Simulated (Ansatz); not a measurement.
Base system: Ir in the fcc (Cu type) structure (space group Fm-3m, No. 225; relaxed with 0.1 eV smearing).

```
Ir
1.0
    0.00000     1.92282     1.92282
    1.92282     0.00000     1.92282
    1.92282     1.92282     0.00000
Ir
1
Direct
  0.00000   0.00000   0.00000
```

Cartesian axes are those of the cell as printed.

Calculations: DFT with r2SCAN, PAW potentials and a 500 eV plane-wave cutoff in Ansatz (an electronic-structure program), no SOC, earlier PAW set.

Before the change:

```
Quantity                        Result
-----------------------------  -------
Shortest interatomic distance  2.719 Å
```

One thing is altered: biaxial strain +4.86 %, plane normal [001], relaxed out of plane (Cartesian); in-plane vectors clamped, the third vector and the atoms free.

Task: How does this affect the out-of-plane strain, energy relative to the base, in-plane stress and shortest interatomic distance?

Result: The out-of-plane strain is -3.75 %; the energy goes up by 122 meV/atom; the mean in-plane stress (compression positive) comes out as -25.7 GPa; the shortest interatomic distance grows by 0.018 Å (2.719 Å → 2.737 Å).

No phonon test of stability was made. All final runs are without spin polarisation.
